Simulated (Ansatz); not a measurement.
The starting structures come from a database of crystals and need not be the phases stable at ambient conditions.

By LDA, the system below comes out a metal.

Input:

```
Sb
1.0
    3.35453     0.00000     0.00000
    0.00000     5.47016     0.00000
    1.67727     0.00000     2.90511
Sb
2
Direct
  0.33333   0.75000   0.33333
  0.66667   0.25000   0.66667
```

Space group of this cell: P6_3/mmc, hcp (Mg type). The cell is taken as given; by LDA its mean pressure is -2.4 GPa.

The current flows along the normal of the first two printed cell vectors, the (100) plane of the conventional cell. No spin-orbit coupling; the value is a mean over 0.1 eV about the Fermi level.

**Question.** Estimate the ballistic conductance per area that LDA run with Ansatz (a program for electronic structure) returns for this system.

**Answer.** 1.2 × 10¹⁵ S/m² for both spins.
